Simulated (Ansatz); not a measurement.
An Ansatz (an electronic-structure program) run: K with a change (pressure 10 GPa); PBE (Ansatz; PAW; 420 eV plane waves; spin-orbit coupling left out).

Input:

Ansatz 0.2 input:
```yaml
crystal:
  lattice:
    - [-2.1343126497, 2.1343126497, 2.1343126497]
    - [2.1343126497, -2.1343126497, 2.1343126497]
    - [2.1343126497, 2.1343126497, -2.1343126497]
  atoms:
    - { symbol: K, position: [0, 0, 0] }
basis: { ecutwfc: 420, ecutrho_ratio: 4, xc_grid: 2, fft_grid_basis: typed }
kpoints: { mp_grid: { grid: [13, 13, 13] } }
hamiltonian:
  xc: pbe
  dispersion: none
  pseudopotentials: { kind: paw }
scf: { occupations: { method: fermi_dirac, width: 0.05 } }
relax: { f_tol: 0.01, max_steps: 60, cell: { stress_tol: 0.02, p_target: 10 } }
output: { forces: true, stress: true }
checkpoint: { write: state.ck, write_every: 1000 }
```

Output (explanatory and most iteration lines left out):

```
Relaxation: its limit of steps is 60 (relax.max_steps)
Pseudopotential: K, paw, valence charge 9
Crystal: 1 atoms, lattice volume = 38.890 Å³
Basis set: ecut = 420 eV, 767 PW (Γ), exchange–correlation on 50×50×50 points (8 copies of the dense FFT grid, shifted against one another)
Bands: 9, of which v1, the nominal top of the filled ones, is band 5 counted from 1 (4 counted from 0)
Symmetry: 48 space group operations
Space group: Im-3m (ITA 229), of the structure as read, at distance tolerance 3.4e-5 Å
k-points: 84 of 2197
Functional: x = pbe(κ = 0.804, μ = 0.2195149727645171), c = pbe(β = 0.06672455060314922)
SCF iter   1: F=—  HF=-1537.295122 eV  |F-HF|=—  |Δ(HF+E_count)|=         —  Δρ=6.32e-4  dr2=6.80e-5  ethr=1.77e-3  ⟨swp⟩=5.5  Hψ=5752  notcnv=0
SCF iter   2: F=—  HF=-1537.295220 eV  |F-HF|=—  |Δ(HF+E_count)|=   9.75e-5  Δρ=3.61e-4  dr2=2.62e-5  ethr=7.56e-7  ⟨swp⟩=2.0  Hψ=1832  notcnv=0
SCF 1 converged in 6 iterations: F = -1537.295307 eV  dr2 = 8.12e-11
relax step   1: F+E_penalty+E_count = -1537.29530673 eV  Δ(F+E_penalty+E_count) = +0.000e0 eV  max|allowed force component| = 0.000e0 eV/Å  Δτ_max = 0.0000 Å  P = +7.496 GPa  Ω = 38.890 Å³  (6 SCF iters, dr2 threshold 1.00e-7 eV, accepted)
[... steps on the carried basis left out ...]
relax step   5: F+E_penalty+E_count = -1537.11372192 eV  Δ(F+E_penalty+E_count) = +7.542e-5 eV  max|allowed force component| = 0.000e0 eV/Å  Δτ_max = 0.0000 Å  P = +10.001 GPa  Ω = 35.541 Å³  stress off target by 1.38e-3 GPa  SCF on the basis re-selected at this cell (its energy is not comparable with the rows above)  (5 SCF iters)
SCF converged after 5 iterations
Free energy (F): -1537.113722 eV
Internal energy: -1537.107654 eV  (E = F + TS)
E sigma→0 (E₀):  -1537.110688 eV
Entropy (-TS):   -0.006068 eV (-6.068 meV/atom)
Fermi energy:    6.250680 eV
--- Forces (eV/Å), atoms counted from 1 ---
  atom   1  K      0.00000000     0.00000000     0.00000000
--- Stress (GPa, compression-positive) ---
       10.001379       0.000000       0.000000
       -0.000000      10.001379       0.000000
        0.000000       0.000000      10.001379
  P = ⅓ Tr σ = 10.0014 GPa (100.014 kbar)
--- Relaxed structure (4 steps of the walk, 4 accepted, 1 SCFs on fresh bases) ---
  cell:  # Å, volume = 35.5405 Å³
    - [-2.0711963529671245, 2.0711963529671245, 2.0711963529671245]
    - [2.0711963529671245, -2.0711963529671245, 2.0711963529671245]
    - [2.0711963529671245, 2.0711963529671245, -2.0711963529671245]
  atoms:
    - { symbol: K, position: [0.0, 0.0, 0.0] }
```

Load acts through the strain it causes; cell and atoms are relaxed under it. No phonon test of stability was made. Competing high-pressure phases were not computed. The cell was made from K in the bcc (W type) structure (space group Im-3m, No. 229) by this change: pressure 10 GPa.
